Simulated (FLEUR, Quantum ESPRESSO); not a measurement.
**One structure in several programs: CeSi2Rh (Cmcm, 8 atoms in the cell)**

Self-consistent single point.

```yaml
crystal:
  lattice:
    - [2.10081, -8.42567, 0.00000]
    - [2.10081, 8.42567, 0.00000]
    - [0.00000, 0.00000, 4.15909]
  atoms:
    - { symbol: Ce, position: [0.60578, 0.39422, 0.75000] }
    - { symbol: Ce, position: [0.39422, 0.60578, 0.25000] }
    - { symbol: Si, position: [0.96297, 0.03703, 0.75000] }
    - { symbol: Si, position: [0.03703, 0.96297, 0.25000] }
    - { symbol: Si, position: [0.25065, 0.74935, 0.75000] }
    - { symbol: Si, position: [0.74935, 0.25065, 0.25000] }
    - { symbol: Rh, position: [0.82224, 0.17776, 0.75000] }
    - { symbol: Rh, position: [0.17776, 0.82224, 0.25000] }
```

All programs got the same cell, k-point mesh and kind of occupations (in FLEUR's words: jspins = 1; fermiSmearingEnergy = 0.00183747 Htr; mesh (inpgen div1-3) = 5 5 5); potentials, basis and cutoffs are each program's usual ones.

```tsv
code	model	largest force (eV/Å)	cutoff
FLEUR	PBEsol, all-electron FLAPW (FLEUR), scalar-relativistic valence	0.178	Kmax 4 1/bohr
Quantum ESPRESSO	PBEsol, SSSP 1.1.2 efficiency (PBE) pseudopotentials	0.202	60 Ry
```

Size of the force on each atom (eV/Å): Sizes of forces hide their directions.

```json
[
 {"code": "FLEUR", "Ce1": "0.076", "Ce2": "0.076", "Si3": "0.178", "Si4": "0.178", "Si5": "0.003", "Si6": "0.003", "Rh7": "0.026", "Rh8": "0.026"},
 {"code": "Quantum ESPRESSO", "Ce1": "0.084", "Ce2": "0.084", "Si3": "0.202", "Si4": "0.202", "Si5": "0.005", "Si6": "0.005", "Rh7": "0.015", "Rh8": "0.015"}
]
```

The spread over the programs that give each value: largest force within 0.024 eV/Å.

The starting cell comes from a database of computed structures (which also holds hypothetical and non-ambient phases and stackings), without a prior relaxation at this level. On FLEUR's run: Spin-orbit coupling is off. Spin polarisation is off. The f electrons are in the valence without U or exact exchange, which can misplace them near the Fermi level. Spin-orbit terms, which matter for f shells, are left out. Values depend on the basis (sphere radii, cutoffs, local orbitals), which need not be converged.

Problem. Why do the programs differ, and what cannot be compared?

Solution. Differences of this kind can come from the potentials, where these differ, and from what each basis and cutoff leave unconverged. The valence holds different numbers of electrons (FLEUR 70, Quantum ESPRESSO 74). The zero of total energies and Fermi levels follows the potentials and each program's conventions, so they are not compared here. FLEUR treats all electrons, but the usual bases taken here (sphere radii, linearisation, local orbitals, empty states) were not tested for convergence, so the values are no reference for the others.

Left out of this page: Ansatz (with a known weakness of the program); Elk (not drawn, or without a comparable value).
